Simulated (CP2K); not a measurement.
```
CELL_PARAMETERS angstrom
      3.78912     0.00000     0.00000
     -3.78912     3.78912     0.00000
      0.00000     0.00000    20.38220
ATOMIC_POSITIONS crystal
  Cl 0.00000 0.50000 0.43146
  Cl 0.00000 0.00000 0.29437
  Cl 0.00000 0.50000 0.70562
  Cl 0.00000 0.00000 0.56854
  Na 0.00000 0.00000 0.43146
  Na 0.00000 0.50000 0.29437
  Na 0.00000 0.00000 0.70562
  Na 0.00000 0.50000 0.56854
```

Method of the run: PBE, GPW, DZVP-MOLOPT-SR-GTH basis, GTH-PBE potentials (GTH_POTENTIALS) (CP2K 2026.2).

The set-up and first iterations of a CP2K log for the (001) slab of NaCl (cut from a parent of space group no. 225; 8 atoms in the cell):

```
 GLOBAL| Method name                                                        CP2K
 GLOBAL| Project name                                                        run
 GLOBAL| Run type                                                   ENERGY_FORCE

 CELL| Volume [angstrom^3]:                                           292.636172
 CELL| Vector a [angstrom]:       3.789     0.000     0.000   |a| =     3.789121
 CELL| Vector b [angstrom]:      -3.789     3.789     0.000   |b| =     5.358626
 CELL| Vector c [angstrom]:       0.000     0.000    20.382   |c| =    20.382200
 CELL| Angle (b,c), alpha [degree]:                                    90.000000
 CELL| Angle (a,c), beta  [degree]:                                    90.000000
 CELL| Angle (a,b), gamma [degree]:                                   135.000000
 CELL| Numerically orthorhombic:                                              NO
   [... lines left out ...]
 BRILLOUIN| K-point symmetry accuracy                               0.100000E-05
 BRILLOUIN| K-Point point group symmetrization                               OFF
 BRILLOUIN| Wavefunction type                                            COMPLEX
 BRILLOUIN| List of Kpoints [2 Pi/Bohr]                                       20
 BRILLOUIN| Number           Weight            X              Y              Z
 BRILLOUIN|     1           0.05556       -0.33333       -0.33333        0.00000
 BRILLOUIN|     2           0.05556       -0.33333       -0.16667        0.00000
 BRILLOUIN|     3           0.05556       -0.33333        0.00000        0.00000
   [... 17 lines left out ...]
 *******************************************************************************

 Extrapolation method: initial_guess

 Re-scaling the density matrix to get the right number of electrons
                  # Electrons              Trace(P)               Scaling factor
                           64                64.000                        1.000

 Number of electrons:                                                         64
 Number of occupied orbitals:                                                 32
 Number of molecular orbitals:                                                43

 Number of orbital functions:                                                 88
 Number of independent orbital functions:                                     88
 SCF WAVEFUNCTION OPTIMIZATION

  Step     Update method      Time    Convergence         Total energy    Change
     1 NoMix/Diag. 0.30E+00      -     0.95933297      -251.7174064125 -2.52E+02
     2 Broy./Diag. 0.30E+00      -     0.02958633      -248.7045380618  3.01E+00
     3 Broy./Diag. 0.30E+00      -     0.06161396      -250.6715107406 -1.97E+00
     4 Broy./Diag. 0.30E+00      -     0.00565396      -251.6397862950 -9.68E-01
     5 Broy./Diag. 0.30E+00      -     0.00778804      -251.6450077828 -5.22E-03
     6 Broy./Diag. 0.30E+00      -     0.00349242      -251.6540389592 -9.03E-03
```

Question: Will this run converge, and how will it end?

Answer: The run converged in 25 iterations. Convergence of the loop says nothing yet on basis, mesh or lower states. It ends on: free energy E − TS -6848.2493 eV; top of the valence band (on the code's own zero) -2.32 eV; gap on the k-point mesh 5.28 eV; pressure averaged over the cell with its vacuum 2.38 GPa; largest force (vector length) 0.349 eV/Å. The log goes on:

```
   [... 15 lines left out ...]
    22 Broy./Diag. 0.30E+00      -     0.00000731      -251.6685577858  5.96E-05
    23 Broy./Diag. 0.30E+00      -     0.00000468      -251.6685094013  4.84E-05
    24 Broy./Diag. 0.30E+00      -     0.00000440      -251.6685138598 -4.46E-06
    25 Broy./Diag. 0.30E+00      -     0.00000071      -251.6685176944 -3.83E-06
  *** SCF run converged in    25 steps ***

  Overlap energy of the core charge distribution:               0.00000000000000
  Self energy of the core charge distribution:               -642.62569638244440
  Core Hamiltonian energy:                                    168.87427635209659
  Hartree energy:                                             262.83495215133308
  Exchange-correlation energy:                                -40.75204981543176
  Electronic entropic energy:                                  -0.00000000000019
  Fermi energy:                                                 0.01641606763833

  Total energy:                                              -251.66851769444671
  Total energy (extrapolated to T->0):                       -251.66851769444662

                     Mulliken Population Analysis

 #  Atom  Element  Kind  Atomic population                           Net charge
   [... lines left out ...]
 FORCES| Total atomic force                                       4.04647050E-05

 STRESS| Analytical stress tensor [bar]
 STRESS|                        x                   y                   z
 STRESS|      x        2.99492211155E+04  -2.84115514590E+02  -1.73253739855E-09
 STRESS|      y       -2.84115514590E+02   2.95067099154E+04   1.24396124285E-09
 STRESS|      z       -1.73253739855E-09   1.24396124285E-09   1.20247163552E+04
 STRESS| 1/3 Trace                                             2.38268824620E+04
```

For comparison: a first run was changed to give this one (lattice scaled in the plane by 0.98), and from it to this one the free energy rises by 20.5 meV/atom, the largest force hardly changes (0.344 to 0.349 eV/Å) and the gap on the mesh goes from 5.144 to 5.284 eV.

The starting cell comes from a database of computed structures (which also holds hypothetical and non-ambient phases and stackings), without a prior relaxation at this level. The slab is cut from that crystal, and its faces are unrelaxed. Its lattice was rescaled in the plane by a random factor within 2.5 % of one. For this run, on top of that: lattice scaled in the plane by 0.98. Spin polarisation is off, though cut faces can carry moments; a gap of a slab can lie between surface states. Values carry the incompleteness of an atom-centred basis.

The run was DFT PBE, GPW, DZVP-MOLOPT-SR-GTH basis, GTH-PBE potentials (GTH_POTENTIALS). Main settings of its input:

```
key                                    value
----------------------  --------------------
CUTOFF                                950 Ry
REL_CUTOFF                             50 Ry
SMEAR/METHOD                     FERMI_DIRAC
ELECTRONIC_TEMPERATURE             1160.45 K
KPOINTS/SCHEME          MONKHORST-PACK 6 6 1
GAMMA_CENTERED                             T
XC_FUNCTIONAL                            PBE
Cl/BASIS_SET              DZVP-MOLOPT-SR-GTH
Cl/POTENTIAL                      GTH-PBE-q7
Na/BASIS_SET              DZVP-MOLOPT-SR-GTH
Na/POTENTIAL                      GTH-PBE-q9
METHOD                                   GPW
```
